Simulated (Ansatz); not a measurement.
## A computed series for BAs: response to strain

The parent structure is BAs in the zinc blende structure (space group F-43m, No. 216; a = 4.7839 Å). Axes: x, y, z lie along the cube axes.

Strains are applied to the cell and any free atomic positions relax; under biaxial strain the out-of-plane vector relaxes too.

Calculations: r2SCAN, PAW, 500 eV (Ansatz, a quantum-chemistry and plane-wave program; scalar-relativistic without spin-orbit coupling).

Candidates:
(a) biaxial strain −3.00 %, plane normal [001], relaxed out of plane
(b) biaxial strain −2.00 %, plane normal [001], relaxed out of plane
(c) biaxial strain −1.00 %, plane normal [001], relaxed out of plane
(d) biaxial strain −1.50 %, plane normal [001], relaxed out of plane
(e) biaxial strain −0.50 %, plane normal [001], relaxed out of plane

For the base:

```
Quantity               Value
-------------------  -------
Smallest direct gap  3.44 eV
```

Order them by smallest direct gap, highest first.

(e) biaxial strain −0.50 %, plane normal [001], relaxed out of plane (3.40 eV), (c) biaxial strain −1.00 %, plane normal [001], relaxed out of plane (3.37 eV), (d) biaxial strain −1.50 %, plane normal [001], relaxed out of plane (3.34 eV), (b) biaxial strain −2.00 %, plane normal [001], relaxed out of plane (3.30 eV), (a) biaxial strain −3.00 %, plane normal [001], relaxed out of plane (3.24 eV)

Whether these cells are dynamically stable was not tested.
